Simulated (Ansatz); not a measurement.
C (I4_1/amd), Ansatz (a first-principles code) with r2SCAN, rigid bands: Condition of this run: uniaxial stress along [001] of 11 GPa (compression positive) (the target of the relaxation). band gap 4.07 eV, N_c = 1.71e19 cm⁻³ and N_v = 6.37e18 cm⁻³ at 300 K, conductivity masses along z (a = (0.00, 1.78, 1.76) Å; b = (1.78, 0.00, 1.76) Å; c = (1.78, 1.78, 0.00) Å) of 1.54 mₑ (electrons) and 0.646 mₑ (holes). Take k_BT = 0.02585 eV.

Question: What thermal injection velocity √(2k_BT/πm) limits a ballistic channel along the direction named?

Answer: 4.34e6 cm/s for electrons and 6.69e6 cm/s for holes, a ratio of √(m_h/m_e) = 0.648, for dilute carriers.

Question: A film of it is 5 nm thick, with its normal along the direction named. Estimate the confinement energies in an infinite well.

Answer: ħ²π²/(2m t²) = 0.376 eV·nm²/(m/mₑ × t²) gives 9.77 meV for electrons and 23.3 meV for holes, so the gap would widen to about 4.10 eV. Finite barriers and nonparabolic bands lower this, and with several valleys or bands the heaviest mass along the normal sets the lowest level, not this average.

Question: What built-in voltage has an abrupt junction with N_A = 1e17 and N_D = 1e18 cm⁻³, all dopants ionised?

Answer: V_bi = E_g/e − (k_BT/e) ln(N_c N_v/(N_A N_D)) = 4.07 − 0.02585 × 6.99 = 3.89 V. It follows the computed gap one for one.

Rigid, parabolic bands with the computed gap; masses take one relaxation time for all states. Spin-orbit coupling is left out. Geometry: cell and atoms relaxed with PBEsol.
